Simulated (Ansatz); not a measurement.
**Ga2O3: response to strain**

The parent structure is Ga2O3 in the corundum structure (space group R-3c, No. 167).

```
CELL_PARAMETERS angstrom
      2.47497     1.42892     4.43525
     -2.47497     1.42892     4.43525
      0.00000    -2.85785     4.43525
ATOMIC_POSITIONS crystal
  Ga 0.64424 0.64424 0.64424
  Ga 0.14424 0.14424 0.14424
  Ga 0.35576 0.35576 0.35576
  Ga 0.85576 0.85576 0.85576
  O  0.75000 0.44721 0.05279
  O  0.05279 0.75000 0.44721
  O  0.25000 0.55279 0.94721
  O  0.55279 0.94721 0.25000
  O  0.94721 0.25000 0.55279
  O  0.44721 0.05279 0.75000
```

Strains are applied to the cell and any free atomic positions relax.

Level of theory: LDA/PAW in Ansatz (an electronic-structure program), no spin-orbit coupling.

Notes on the quantities. energy relative to the base: free energy F.

```csv
isotropic strain (%),energy relative to the base (meV/atom)
0,0.0
0.75,3.5
1.5,13.6
2.25,?
3,51.5
```

Fit ΔE = Aε² + Bε³ (ε in %) to the rows shown and predict the withheld row.

Least squares on the printed values gives A = 6.37 and B = -0.22 meV/atom (largest residual 0.0 meV/atom); this predicts 29.8 meV/atom, and the run gives 29.7 meV/atom, in agreement.

Whether these cells are dynamically stable was not tested.
